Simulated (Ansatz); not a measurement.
The reference is AlRu in the CsCl type structure (space group Pm-3m, No. 221; a = 2.955 Å; relaxed with 0.1 eV smearing). Axes: x, y, z lie along the cube axes.

The values are results of LDA in Ansatz (plane waves to 420 eV, PAW, without spin-orbit coupling), not measurements.

It is then changed as follows: an isotropic linear strain of −2.50 %, atoms relaxed at fixed cell.

Predict the stress tensor and what it implies for the stiffness.

Stress of the strained cell less that of the base (GPa, compression positive):
```
   20.7     0.0     0.0
    0.0    20.7     0.0
    0.0     0.0    20.7
```

Then B = −ΔP/(ΔV/V₀) with ΔV/V₀ = -0.0731 gives secant stiffness values (nonlinear terms included at this strain): B ≈ 283 GPa.

As a check, the harmonic strain energy −½ V₀ Δσ:ε is 63 meV/atom; the computed energy rise is 57 meV/atom.

Whether these cells are dynamically stable was not tested. The final runs are not spin-polarised.

Ansatz is an electronic-structure program.
